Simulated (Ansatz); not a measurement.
The starting structures come from a database of crystals and need not be the phases stable at ambient conditions.

Inside the gap of an insulator the Bloch states are evanescent, with a wavenumber k + iκ along the transport direction.

Given:

```yaml
crystal:
  lattice:
    - [4.95030, -0.00466, 0.00687]
    - [-1.87352, 7.12227, 0.01704]
    - [1.87352, 2.64932, 6.61121]
  atoms:
    - { symbol: Hg, position: [0.48377, 0.53237, 0.24978] }
    - { symbol: Hg, position: [0.51623, 0.46763, 0.75022] }
    - { symbol: Hg, position: [0.01623, 0.24978, 0.53237] }
    - { symbol: Hg, position: [0.98377, 0.75022, 0.46763] }
    - { symbol: Mo, position: [0.75000, 0.10113, 0.10113] }
    - { symbol: Mo, position: [0.25000, 0.89887, 0.89887] }
    - { symbol: O, position: [0.30101, 0.66547, 0.94793] }
    - { symbol: O, position: [0.69899, 0.33453, 0.05207] }
    - { symbol: O, position: [0.19899, 0.94793, 0.66547] }
    - { symbol: O, position: [0.80101, 0.05207, 0.33453] }
    - { symbol: O, position: [0.14296, 0.18331, 0.91306] }
    - { symbol: O, position: [0.85704, 0.81669, 0.08694] }
    - { symbol: O, position: [0.35704, 0.91306, 0.18331] }
    - { symbol: O, position: [0.64296, 0.08694, 0.81669] }
```

Space group of this cell: C2/c. The cell was relaxed by PBE-D3(BJ); by PBEsol its mean pressure is -2.7 GPa.

Transport runs along the normal of the first two printed cell vectors.

No gap correction and no spin-orbit coupling; mid-gap values are interpolated between computed energies.

State the band gap and the smallest decay constant κ at mid-gap according to PBEsol (Ansatz, a program for electronic structure).

Gap 1.80 eV on a 8×6×6 mesh; κ = 0.247 1/Å, at (0.333, 0.500) of the in-plane reciprocal vectors. At the zone centre, at the nearest computed energy, the slowest state has κ = 0.29 1/Å.
